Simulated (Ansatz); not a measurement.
Band structure of AsPb₃ (P6_3/mmc, 8 atoms in the cell).

```
AsPb3
1.0
    6.91935     0.00000     0.00000
   -3.45967     5.99233     0.00000
    0.00000     0.00000     5.23918
As Pb
2 6
Cartesian
  3.45968   1.99744   1.30980
  0.00000   3.99489   3.92939
  1.80673   1.04312   3.92939
  1.65295   4.94922   1.30980
  0.00000   2.08623   1.30980
  3.45967   3.90610   3.92939
  5.11262   1.04312   3.92939
 -1.65295   4.94922   1.30980
```

Level of theory: PBEsol, PAW files made with PBE (plane waves; Ansatz, an electronic-structure program).

Settings: kpoints.mp_grid.grid = 3 3 3; hamiltonian.xc = pbesol; hamiltonian.pseudopotentials = {kind: paw} (the program's default PAW files); scf.occupations.method = gaussian; scf.occupations.width = 0.0073 Ry; kpoints.band_path.npoints = 8.

The starting cell comes from a database of computed structures (which also holds hypothetical and non-ambient phases and stackings), without a prior relaxation at this level. Its lattice was rescaled by a random factor within 2.5 % of one. Spin-orbit coupling is off. The run gives no clean gap (levels at the Fermi energy touch, overlap or are partly filled at this smearing), which alone does not show that the compound is a metal.

Levels in eV from the Fermi level, bands 55 to 62:
```
point     55     56     57     58    59    60    61    62
-----  -----  -----  -----  -----  ----  ----  ----  ----
Γ      -1.55  -0.92  -0.18  -0.18  1.01  1.01  1.16  1.86
M      -1.36  -1.08  -0.59  -0.44  0.42  1.12  2.08  2.11
K      -0.99  -0.45  -0.45   0.03  0.03  0.69  0.80  0.80
A       1.01   1.01   2.00   2.00  2.00  2.00  2.76  2.76
L      -0.57  -0.57  -0.10  -0.10  0.27  0.27  2.31  2.31
H      -0.68  -0.68  -0.67  -0.67  1.03  1.03  2.27  2.27
```

Bands cross the Fermi level along this path, so the cell is metallic at this level.

Keys are those of Ansatz 0.2.
